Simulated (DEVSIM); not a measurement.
Device: abrupt Si n-p junction, at 300 K.

| layer (left to right) | material | thickness (μm) | Nd (cm⁻³) | Na (cm⁻³) | τn (s) | τp (s) |
|---|---|---|---|---|---|---|
| 1 | Si | 0.340 | 2.9e18 | - | 0.00031 | 0.00031 |
| 2 | Si | 2.70 | - | 1e14 | 0.00031 | 0.00031 |

Left contact: ohmic. Right contact: ohmic. Voltage is applied to the left contact. Recombination: SRH at mid-gap, Auger. Mobility is μmin + (μ − μmin)/(1 + (N/Nref)^α).

Constants are typed, rounded textbook-type inputs, not results; the design itself was drawn at random and stands for no fabricated device. Values at 300 K.

```tsv
parameter	Si
gap (eV)	1.124
affinity (eV)	4.05
permittivity	11.7
Nc (cm⁻³)	2.86e19
Nv (cm⁻³)	3.1e19
μn (cm²/Vs)	1417
μp (cm²/Vs)	470
μn,min	52
μp,min	45
Nref,n	9.7e16
Nref,p	2.2e17
αn	0.68
αp	0.72
Cn (cm⁶/s)	2.8e-31
Cp (cm⁶/s)	9.9e-32
```

Simulated with DEVSIM: 1D drift-diffusion, Boltzmann statistics, complete ionisation; no tunnelling, impact ionisation, image-force lowering or self-heating.

The thickness of layer 2 was swept, all else fixed.

| thickness of layer 2 (μm) | dark forward voltage at 100 A/cm² (V) | dark forward voltage at 1 A/cm² (V) |
|---|---|---|
| 0.54 | 0.521 | 0.356 |
| 0.94 | 0.571 | 0.382 |
| 1.6 | 0.607 | 0.417 |
| 2.7 | ___ | ___ |
| 4.6 | 0.664 | 0.470 |
| 8.1 | 0.694 | 0.491 |
| 14 | 0.725 | 0.511 |

Task: What belongs in the gaps?

Result: 
- 2.7, dark forward voltage at 100 A/cm² (V): 0.636
- 2.7, dark forward voltage at 1 A/cm² (V): 0.447
